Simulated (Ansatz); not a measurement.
Partial pair distribution functions of a relaxed model of amorphous Ge$_{19}$Se$_{38}$Sb$_{4}$, broadened by 0.06 Å; density 4.74 g/cm³. The numbers are results of PBE-D3(BJ), scalar-relativistic without spin-orbit coupling, PAW (Ansatz default set, large-core Se) (plane waves to 420 eV; Ansatz, a quantum-chemistry and plane-wave program), not measurements.

Preparation: random packing, a CHGNet melt and quench, and a DFT relaxation. The hot cell started wider than the set density and was brought back towards it in steps. It is the lowest in DFT energy of 3 quenches. It is a model cell: composition and starting density were chosen by hand, and all elements were melted together. The geometry includes D3(BJ) dispersion. Its density started from a set value of 4.40 and ended at 4.74 g/cm³. Cooling (nominally 74 K/ps over its main leg) ran many orders faster than in experiment, which tends to leave more defects and strain. Values belong to this one cell and scatter from quench to quench. Volume and shape were free in the relaxation.

```json
[
 {"r (Å)": "2.15", "g Ge-Se": "0.01", "g Se-Sb": "0.00", "g Ge-Ge": "0.00", "g Se-Se": "0.00"},
 {"r (Å)": "2.25", "g Ge-Se": "0.82", "g Se-Sb": "0.00", "g Ge-Ge": "0.00", "g Se-Se": "0.01"},
 {"r (Å)": "2.35", "g Ge-Se": "5.75", "g Se-Sb": "0.00", "g Ge-Ge": "0.00", "g Se-Se": "0.21"},
 {"r (Å)": "2.45", "g Ge-Se": "6.47", "g Se-Sb": "0.14", "g Ge-Ge": "0.00", "g Se-Se": "0.38"},
 {"r (Å)": "2.55", "g Ge-Se": "4.00", "g Se-Sb": "2.60", "g Ge-Ge": "0.00", "g Se-Se": "0.04"},
 {"r (Å)": "2.65", "g Ge-Se": "2.65", "g Se-Sb": "6.75", "g Ge-Ge": "0.00", "g Se-Se": "0.00"},
 {"r (Å)": "2.75", "g Ge-Se": "1.02", "g Se-Sb": "4.04", "g Ge-Ge": "0.00", "g Se-Se": "0.01"},
 {"r (Å)": "2.85", "g Ge-Se": "0.26", "g Se-Sb": "1.65", "g Ge-Ge": "0.00", "g Se-Se": "0.12"},
 {"r (Å)": "2.95", "g Ge-Se": "0.10", "g Se-Sb": "0.90", "g Ge-Ge": "0.02", "g Se-Se": "0.24"},
 {"r (Å)": "3.05", "g Ge-Se": "0.26", "g Se-Sb": "1.71", "g Ge-Ge": "0.51", "g Se-Se": "0.29"},
 {"r (Å)": "3.15", "g Ge-Se": "0.27", "g Se-Sb": "2.42", "g Ge-Ge": "1.74", "g Se-Se": "0.53"},
 {"r (Å)": "3.25", "g Ge-Se": "0.67", "g Se-Sb": "1.00", "g Ge-Ge": "2.35", "g Se-Se": "0.83"},
 {"r (Å)": "3.35", "g Ge-Se": "0.46", "g Se-Sb": "0.86", "g Ge-Ge": "2.21", "g Se-Se": "1.32"},
 {"r (Å)": "3.45", "g Ge-Se": "0.73", "g Se-Sb": "0.75", "g Ge-Ge": "1.89", "g Se-Se": "1.04"},
 {"r (Å)": "3.55", "g Ge-Se": "1.06", "g Se-Sb": "0.66", "g Ge-Ge": "1.27", "g Se-Se": "1.41"},
 {"r (Å)": "3.65", "g Ge-Se": "0.92", "g Se-Sb": "0.53", "g Ge-Ge": "1.92", "g Se-Se": "2.25"},
 {"r (Å)": "3.75", "g Ge-Se": "0.57", "g Se-Sb": "0.29", "g Ge-Ge": "1.50", "g Se-Se": "3.06"},
 {"r (Å)": "3.85", "g Ge-Se": "0.54", "g Se-Sb": "0.31", "g Ge-Ge": "0.88", "g Se-Se": "2.95"},
 {"r (Å)": "3.95", "g Ge-Se": "0.49", "g Se-Sb": "0.26", "g Ge-Ge": "0.84", "g Se-Se": "2.59"},
 {"r (Å)": "4.05", "g Ge-Se": "0.90", "g Se-Sb": "0.25", "g Ge-Ge": "0.67", "g Se-Se": "2.06"},
 {"r (Å)": "4.15", "g Ge-Se": "0.86", "g Se-Sb": "0.83", "g Ge-Ge": "1.69", "g Se-Se": "1.54"},
 {"r (Å)": "4.25", "g Ge-Se": "0.89", "g Se-Sb": "0.88", "g Ge-Ge": "1.88", "g Se-Se": "1.13"},
 {"r (Å)": "4.35", "g Ge-Se": "1.02", "g Se-Sb": "0.84", "g Ge-Ge": "0.80", "g Se-Se": "0.86"},
 {"r (Å)": "4.45", "g Ge-Se": "1.01", "g Se-Sb": "1.20", "g Ge-Ge": "0.71", "g Se-Se": "0.80"},
 {"r (Å)": "4.55", "g Ge-Se": "0.78", "g Se-Sb": "1.07", "g Ge-Ge": "0.57", "g Se-Se": "0.53"},
 {"r (Å)": "4.65", "g Ge-Se": "0.94", "g Se-Sb": "0.80", "g Ge-Ge": "0.22", "g Se-Se": "0.53"},
 {"r (Å)": "4.75", "g Ge-Se": "0.65", "g Se-Sb": "0.74", "g Ge-Ge": "0.42", "g Se-Se": "0.49"},
 {"r (Å)": "4.85", "g Ge-Se": "0.94", "g Se-Sb": "1.01", "g Ge-Ge": "0.53", "g Se-Se": "0.48"},
 {"r (Å)": "4.95", "g Ge-Se": "1.07", "g Se-Sb": "1.13", "g Ge-Ge": "0.45", "g Se-Se": "0.43"},
 {"r (Å)": "5.05", "g Ge-Se": "0.85", "g Se-Sb": "0.42", "g Ge-Ge": "0.32", "g Se-Se": "0.60"},
 {"r (Å)": "5.15", "g Ge-Se": "0.88", "g Se-Sb": "0.65", "g Ge-Ge": "0.28", "g Se-Se": "0.64"},
 {"r (Å)": "5.25", "g Ge-Se": "0.96", "g Se-Sb": "0.67", "g Ge-Ge": "0.43", "g Se-Se": "0.64"},
 {"r (Å)": "5.35", "g Ge-Se": "1.10", "g Se-Sb": "1.23", "g Ge-Ge": "0.70", "g Se-Se": "0.66"},
 {"r (Å)": "5.45", "g Ge-Se": "1.16", "g Se-Sb": "0.80", "g Ge-Ge": "1.31", "g Se-Se": "0.61"},
 {"r (Å)": "5.55", "g Ge-Se": "1.57", "g Se-Sb": "1.29", "g Ge-Ge": "1.24", "g Se-Se": "0.87"},
 {"r (Å)": "5.65", "g Ge-Se": "1.82", "g Se-Sb": "1.40", "g Ge-Ge": "1.03", "g Se-Se": "1.13"}
]
```

Within 2.92 Å each Ge has 3.63 Se neighbours on average.
